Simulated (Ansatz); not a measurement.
Candidates (primitive cells; geometry: cell and atoms relaxed with PBEsol):
A. CdSe (F-43m), a = b = c = 4.300 Å, α = β = γ = 60.00°
B. GaP (F-43m), a = 3.846 Å, b = 3.846 Å, c = 3.846 Å, α = 60.00°, β = 60.00°, γ = 60.00°
C. AlN (P6_3mc), a = 3.114 Å, b = 3.114 Å, c = 4.984 Å, α = 90.00°, β = 90.00°, γ = 120.00°
D. GaAs (F-43m), a = 4.001 Å, b = 4.001 Å, c = 4.001 Å, α = 60.00°, β = 60.00°, γ = 60.00°
E. SiC (F-43m), a = b = c = 3.0807 Å, α = β = γ = 60.00°

**Question.** Order them by Seebeck coefficient, n-type 1e19 cm⁻³ (lowest first) at the level HSE06, rigid bands (Ansatz, a quantum-chemistry and plane-wave program).

**Answer.** B (-329 μV/K), E (-246 μV/K), C (-157 μV/K), A (-74 μV/K), D (-50 μV/K)

Seebeck coefficients are for the stated density at 300 K, with one relaxation time for all states and whether or not that doping can be reached. Spin-orbit coupling is left out.
